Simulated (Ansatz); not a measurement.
MoPt (model structure, started from the CuAu type, P4/mmm, No. 123, 2 atoms in the cell) was calculated with r²SCAN in Ansatz (plane waves, PAW).

The input as run:

Ansatz 0.2 input:
```yaml
crystal:
  lattice:
    - [2.6901287113, 0.0, 0.0]
    - [0.0, 2.6901287113, 0.0]
    - [0.0, 0.0, 4.1039407355]
  atoms:
    - { symbol: Mo, position: [0.5, 0.5, 0.5] }
    - { symbol: Pt, position: [0.0, 0.0, 0.0] }
basis:
  ecutwfc: 560
  ecutrho_ratio: 4
  xc_grid: 3
kpoints:
  mp_grid: { grid: [20, 20, 16] }
hamiltonian:
  xc: r2scan
  dispersion: none
  pseudopotentials: { kind: paw }
scf:
  occupations: { method: fermi_dirac, width: 0.05 }
output:
  forces: true
  stress: true
  eigenvalues: true
relax:
  f_tol: 0.004
  escape_saddle: false
  max_steps: 80
  cell: { stress_tol: 0.02, fix: [volume] }
```

Output (set-up and result lines):

```
Relaxation: its limit of steps is 80 (relax.max_steps)
Crystal: 2 atoms, lattice volume = 29.699 Å³
Basis set: ecut = 560 eV, 919 PW (Γ), exchange–correlation on 72×72×96 points (27 copies of the dense FFT grid, shifted against one another)
Bands: 20, of which v1, the nominal top of the filled ones, is band 16 counted from 1 (15 counted from 0)
Symmetry: 16 space group operations
Space group: P4/mmm (ITA 123), of the structure as read, at distance tolerance 3.1e-5 Å
k-points: 594 of 6400
Functional: x = r2scan, c = r2scan; τ floored in thin density (d = 2e-4 eV/Å³)
SCF iter   1: F=—  HF=-17504.948518 eV  |F-HF|=—  |Δ(HF+E_count)|=         —  Δρ=2.22e-2  dr2=2.61e-1  dr2_τ=5.86e-2
SCF iter   2: F=—  HF=-17504.933213 eV  |F-HF|=—  |Δ(HF+E_count)|=   1.53e-2  Δρ=7.21e-3  dr2=8.70e-3  dr2_τ=1.65e-2
  ...
SCF 1 converged in 7 iterations: F = -17504.936990 eV  dr2 = 8.90e-9
Crystal: 2 atoms, lattice volume = 29.699 Å³
Initial density: handed on by an earlier stage of this run
SCF 2 converged in 5 iterations: F = -17504.936991 eV  dr2 = 1.07e-9
Crystal: 2 atoms, lattice volume = 29.699 Å³
SCF 3 converged in 5 iterations: F = -17504.936992 eV  dr2 = 2.38e-10
Crystal: 2 atoms, lattice volume = 29.699 Å³
SCF iter   5: F=—  HF=-17504.936992 eV  |F-HF|=—  |Δ(HF+E_count)|=  1.09e-11  Δρ=1.23e-7  dr2=4.07e-12  dr2_τ=1.26e-12
SCF iter   6: F=-17504.936992 eV  HF=-17504.936992 eV  |F-HF|=3.64e-12  |Δ(HF+E_count)|=    0.00e0  Δρ=3.16e-8  dr2=2.50e-13  dr2_τ=3.10e-14
SCF 4 converged in 6 iterations: F = -17504.936992 eV  dr2 = 2.50e-13
SCF converged after 6 iterations
Free energy (F): -17504.936992 eV
Internal energy: -17504.923894 eV  (E = F + TS)
E sigma→0 (E₀):  -17504.930443 eV
Fermi energy:    23.371084 eV
--- Forces (eV/Å), atoms counted from 1 ---
  atom   1  Mo     0.00000000    -0.00000000    -0.00000000
  atom   2  Pt    -0.00000000     0.00000000     0.00000000
--- Stress (GPa, compression-positive) ---
        6.208450      -0.000000       0.000000
       -0.000000       6.208450       0.000000
        0.000000       0.000000       6.208309
  P = ⅓ Tr σ = 6.2084 GPa (62.084 kbar)
```

The cell is one volume of an energy–volume scan, off the minimum.

The PAW data were made under PBE.

Note: the run has no spin polarisation, so it can have missed a magnetic state. Note: the relaxation could raise the start's symmetry but not lower it, so the cell can be a saddle point.

A model structure was made by putting elements into a prototype or built by hand; it is no filed structure, need not be a known phase, and can be a saddle point held by its symmetry.

Ansatz is an electronic-structure program.
